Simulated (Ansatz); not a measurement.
## What biaxial strain +1.20 %, plane normal [001], relaxed out of plane does to CdSe

Consider CdSe in the wurtzite structure (space group P6_3mc, No. 186; a = 4.3828 Å, c = 7.1544 Å). Axes: x lies along a and z along c of the hexagonal cell.

Now apply this change: biaxial strain +1.20 %, plane normal [001], relaxed out of plane (Cartesian); in-plane vectors clamped, the third vector and the atoms free.

Computed with Ansatz (an electronic-structure program) PBE, no SOC. k-mesh 9×9×5 (Γ-centred); smearing 0.05 eV (Fermi–Dirac).

The volume per atom increases by 0.42 Å³, from 29.75 Å³ to 30.17 Å³ and the shortest interatomic distance increases by 0.011 Å to 2.693 Å. The pressure (mean of the normal stresses, compression positive) goes from zero to -0.60 GPa and the band gap falls by 0.035 eV to 0.51 eV. The gap character stays direct at Γ and the width of the top valence band decreases by 0.04 eV, from 1.56 eV to 1.52 eV. The electron mass comes out as 0.052 mₑ out of plane, 0.057 mₑ in plane (at Γ) and the valence-band top at Γ (three highest levels, from the VBM) changes from 0.00, 0.00, -0.04 eV to 0.00, -0.03, -0.03 eV. The out-of-plane strain is -0.99 % and the ratio −ε⊥/ε∥ comes out as 0.82. The mean in-plane stress (compression positive) is -0.9 GPa.

Cost of the whole job for the changed cell (relaxation, final SCF and bands): very roughly 80 core-seconds.

Masses are band curvatures over ±0.01 Å⁻¹ around the edge. No phonon test of stability was made.
